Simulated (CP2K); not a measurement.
Worked example: self-consistent single point of Sb (Im-3m, 1 atom in the cell) in CP2K.

Method: CP2K with LDA (Pade form), GPW, DZVP-MOLOPT-SR-GTH basis, GTH-PADE potentials (GTH_POTENTIALS).

```xyz
1
Lattice="3.2250 0.0000 0.0000 -1.0750 3.0406 0.0000 -1.0750 -1.5203 2.6332" Properties=species:S:1:pos:R:3 pbc="T T T"
Sb     0.0000     0.0000     0.0000
```

Reference input (self-consistent single point, DFT LDA (Pade form), GPW, DZVP-MOLOPT-SR-GTH basis, GTH-PADE potentials (GTH_POTENTIALS)): CUTOFF = 400 Ry; REL_CUTOFF = 50 Ry; SMEAR/METHOD = GAUSSIAN; SIGMA = 0.1 eV; KPOINTS/SCHEME = MONKHORST-PACK 6 6 6; GAMMA_CENTERED = T; XC_FUNCTIONAL = PADE; Sb/BASIS_SET = DZVP-MOLOPT-SR-GTH-q5; Sb/POTENTIAL = GTH-PADE-q5; METHOD = GPW; EPS_DEFAULT = 1e-10; NGRIDS = 4. This run's input differs from it in these lines:

```diff
@@ -35,4 +35,4 @@
       &SMEAR ON
-        METHOD GAUSSIAN
-        SIGMA [eV] 0.1
+        METHOD FERMI_DIRAC
+        ELECTRONIC_TEMPERATURE [K] 5802.26
       &END SMEAR
@@ -40,3 +40,3 @@
     &KPOINTS
-      SCHEME MONKHORST-PACK 6 6 6
+      SCHEME MONKHORST-PACK 10 10 10
       GAMMA_CENTERED T
```

Log, with long lists cut:

```
 SCF WAVEFUNCTION OPTIMIZATION

  Step     Update method      Time    Convergence         Total energy    Change
     1 NoMix/Diag. 0.20E+00      -     0.27244758        -5.6758353736 -5.68E+00
     2 Broy./Diag. 0.20E+00      -     0.00205755        -5.6747260712  1.11E-03
     3 Broy./Diag. 0.20E+00      -     0.01209112        -5.6196557949  5.51E-02
     4 Broy./Diag. 0.20E+00      -     0.00024635        -5.6113393676  8.32E-03
     5 Broy./Diag. 0.20E+00      -     0.00059572        -5.6057372318  5.60E-03
     6 Broy./Diag. 0.20E+00      -     0.00000291        -5.6053998742  3.37E-04
     7 Broy./Diag. 0.20E+00      -     0.00000803        -5.6053691403  3.07E-05
     8 Broy./Diag. 0.20E+00      -     0.00000036        -5.6053629759  6.16E-06
  *** SCF run converged in     8 steps ***

  Overlap energy of the core charge distribution:               0.00000000000458
  Self energy of the core charge distribution:                -11.95316914296094
  Core Hamiltonian energy:                                      2.46477256903564
  Hartree energy:                                               5.30955206647446
  Exchange-correlation energy:                                 -1.40821860786810
  Electronic entropic energy:                                  -0.01829986097878
  Fermi energy:                                                 0.23913406118600

  Total energy:                                                -5.60536297594452
  Total energy (extrapolated to T->0):                         -5.59621304545513

                     Mulliken Population Analysis

   [... lines left out ...]

 STRESS| Analytical stress tensor [bar]
 STRESS|                        x                   y                   z
 STRESS|      x        2.30459359048E+04  -7.21620926922E-02  -3.33345012000E-02
 STRESS|      y       -7.21620926922E-02   2.30451479387E+04  -9.56025620368E-03
 STRESS|      z       -3.33345012000E-02  -9.56025620368E-03   2.30451811259E+04
 STRESS| 1/3 Trace                                             2.30454216565E+04
```

The run converged in 8 iterations. Against the reference run the free energy drops by 312 meV/atom and the pressure goes from 2.11 to 2.30 GPa.

The starting cell comes from a database of computed structures (which also holds hypothetical and non-ambient phases and stackings), without a prior relaxation at this level. Its lattice was rescaled by up to half a per cent. Values carry the incompleteness of an atom-centred basis.
